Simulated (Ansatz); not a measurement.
The structure below was relaxed with r2SCAN (Ansatz, a program for electronic structure), no spin-orbit coupling, earlier PAW set, at pressure 7.5 GPa.

```xyz
2
Lattice="0.0000 2.6617 2.6617 2.6617 0.0000 2.6617 2.6617 2.6617 0.0000" Properties=species:S:1:pos:R:3 pbc="T T T"
Si     2.6617     2.6617     2.6617
Si     3.9925     3.9925     3.9925
```

### Question
Find the space group and the Wyckoff positions.

### Answer
Space group Fd-3m, origin choice 1 (No. 227); a = b = c = 5.3234 Å, α = β = γ = 90.00°

| atom | site | symmetry | x | y | z |
|---|---|---|---|---|---|
| Si | 8a | -43m | 0.0000 | 0.0000 | 0.0000 |

### Question
Describe the coordination.

### Answer
The crystal has 8 atoms in its conventional cell. Lattice parameters: a = b = c = 5.323 Å, α = β = γ = 90.00°. Si has 4 Si at 2.305 Å (tetrahedral). (Neighbours: up to the widest gap in distance over summed covalent radii, below 1.35, at either atom.)

Load acts through the strain it causes; cell and atoms are relaxed under it. Whether these cells are dynamically stable was not tested. Tetrahedral semiconductors of this kind turn to denser phases somewhere between about 1 and 50 GPa; those were not computed, so compressed cells here can lie past the real transition. The cell was made from Si in the diamond structure (space group Fd-3m, No. 227) by this change: pressure 7.5 GPa.
